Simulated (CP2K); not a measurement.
Worked example: self-consistent single point of Os (P6_3/mmc, 4 atoms in the cell) in CP2K.

Level of theory: PBE, GPW, DZVP-MOLOPT-SR-GTH basis, GTH-PBE potentials (GTH_POTENTIALS) run with CP2K.

The change in words: lattice scaled by 0.98. Reference geometry:
```yaml
crystal:
  lattice:
    - [2.74343, 0.00000, 0.00000]
    - [-1.37171, 2.37588, 0.00000]
    - [0.00000, 0.00000, 8.82699]
  atoms:
    - { symbol: Os, position: [0.00000, 0.00000, 0.00000] }
    - { symbol: Os, position: [0.00000, 0.00000, 0.50000] }
    - { symbol: Os, position: [0.33333, 0.66667, 0.25000] }
    - { symbol: Os, position: [0.66667, 0.33333, 0.75000] }
```

Reference input (self-consistent single point, DFT PBE, GPW, DZVP-MOLOPT-SR-GTH basis, GTH-PBE potentials (GTH_POTENTIALS)): CUTOFF = 500 Ry; REL_CUTOFF = 60 Ry; SMEAR/METHOD = GAUSSIAN; SIGMA = 0.1 eV; KPOINTS/SCHEME = MONKHORST-PACK 9 9 3; XC_FUNCTIONAL = PBE; Os/BASIS_SET = DZVP-MOLOPT-SR-GTH; Os/POTENTIAL = GTH-PBE-q16; METHOD = GPW; EPS_DEFAULT = 1e-10; NGRIDS = 5; SCF_GUESS = ATOMIC. This run's input differs from it in these lines:

```diff
@@ -63,4 +63,4 @@
     &CELL
-      ABC 2.74342600 2.74342547 8.82699000
-      ALPHA_BETA_GAMMA 90.00000000 90.00000000 120.00000636
+      ABC 2.68855700 2.68855668 8.65045000
+      ALPHA_BETA_GAMMA 90.00000000 90.00000000 120.00001628
       PERIODIC XYZ
```

Log, with long lists cut:

```
 SCF WAVEFUNCTION OPTIMIZATION

  Step     Update method      Time    Convergence         Total energy    Change
     1 NoMix/Diag. 0.30E+00      -     1.10448129      -369.5336264521 -3.70E+02
     2 Broy./Diag. 0.30E+00      -     0.01335972      -369.2045676644  3.29E-01
     3 Broy./Diag. 0.30E+00      -     0.02291422      -367.8753369379  1.33E+00
     4 Broy./Diag. 0.30E+00      -     0.00125901      -367.1598263151  7.16E-01
     5 Broy./Diag. 0.30E+00      -     0.00073684      -367.2217126096 -6.19E-02
     6 Broy./Diag. 0.30E+00      -     0.00007905      -367.2438146894 -2.21E-02
   [... 3 lines left out ...]
    10 Broy./Diag. 0.30E+00      -     0.00000112      -367.2471630961  1.55E-05
    11 Broy./Diag. 0.30E+00      -     0.00000057      -367.2471576802  5.42E-06
    12 Broy./Diag. 0.30E+00      -     0.00000013      -367.2471564510  1.23E-06
    13 Broy./Diag. 0.30E+00      -     0.00000002      -367.2471567897 -3.39E-07
  *** SCF run converged in    13 steps ***

  Overlap energy of the core charge distribution:               0.00000000777368
  Self energy of the core charge distribution:               -555.50974380086768
  Core Hamiltonian energy:                                    122.47018027873908
  Hartree energy:                                             104.33627400134559
  Exchange-correlation energy:                                -38.54314504665974
  Smearing free energy correction:                             -0.00072222999682
  Fermi energy:                                                 0.70993334879034

  Total energy:                                              -367.24715678969733
  Total energy (extrapolated to sigma->0):                   -367.24679567469894

   [... lines left out ...]

 STRESS| Analytical stress tensor [bar]
 STRESS|                        x                   y                   z
 STRESS|      x        2.14628001991E+05   1.41387848971E-01   1.50042225651E-08
 STRESS|      y        1.41387848971E-01   2.14629151254E+05  -3.20782727608E-03
 STRESS|      z        1.50042225651E-08  -3.20782727608E-03   2.08353083594E+05
 STRESS| 1/3 Trace                                             2.12536745613E+05
```

The run converged in 13 iterations. Against the reference run the free energy goes up by 37.1 meV/atom and the pressure goes from -5.69 to 21.25 GPa.

The starting cell was generated: these elements placed on a structure prototype, without a prior relaxation; it need not be a known phase or ordering of this composition. Its lattice was rescaled by a random factor within 2.5 % of one. For this run, on top of that: lattice scaled by 0.98. Spin polarisation is off. Values carry the incompleteness of an atom-centred basis. With a pressure of about 21 GPa the cell is away from its equilibrium volume at this level.

Cost on one core of a shared machine: roughly 60 s.
